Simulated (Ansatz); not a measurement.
Amorphous Si$_{30}$N$_{40}$Ru, 71 atoms at 3.12 g/cm³, one PBE-relaxed geometry, zone centre. Methods: PBE, scalar-relativistic without spin-orbit coupling (Ansatz, a program for electronic structure); r2SCAN, scalar-relativistic without spin-orbit coupling (Ansatz); HSE06, scalar-relativistic without spin-orbit coupling (Ansatz). Plane waves to 420 eV (r2SCAN 500 eV); exact exchange is cut at the cell's faces. In the spin-polarised cell the level spacing at the Fermi energy can part levels of unlike spin. At PBE the levels at both edges of the gap are localised (band-tail or defect states), and the nearest spread-out levels lie 2.8 eV apart at the zone centre.

Preparation: random packing, a CHGNet melt and quench, and a DFT relaxation. N atoms were pushed apart under 1.9 Å during the dynamics, to hinder bonds among them. The hot cell started wider than the set density and was brought back towards it in steps. It is the lowest in DFT energy of 2 quenches. It is a model cell: composition and starting density were chosen by hand, and all elements were melted together. No dispersion term was used. Its density started from a set value of 3.12 and ended at 3.12 g/cm³. The quench (nominally 380 K/ps over its main leg) was far faster than any real one, so the model tends to hold more defects than a real film. Values belong to this one cell and scatter from quench to quench. The volume was held where the preparation left it and the shape relaxed, at a PBE pressure of 0.2 GPa. Stress components on the final sampling reach 0.5 GPa. On a 2×2×2 Γ-centred mesh force components of up to 0.15 eV/Å stay, since the relaxation ran on the zone centre alone.

The relaxation ran on the zone centre alone. At PBE the level spacing at the Fermi energy is 0.60 eV on a 2×2×2 Γ-centred mesh, and the spacing at the zone centre alone 0.68 eV.

**Question.** What zone-centre spacing does r2SCAN give, roughly?

**Answer.** 1.17 eV (+0.49 eV against PBE).

**Question.** What zone-centre spacing does HSE06 give, roughly?

**Answer.** 2.39 eV (+1.71 eV against PBE).

The highest filled and the lowest empty state spread over these numbers of atoms (participation numbers): PBE: 1.9 and 2.1; r2SCAN: 1.8 and 2.6; HSE06: 1.7 and 9.2.
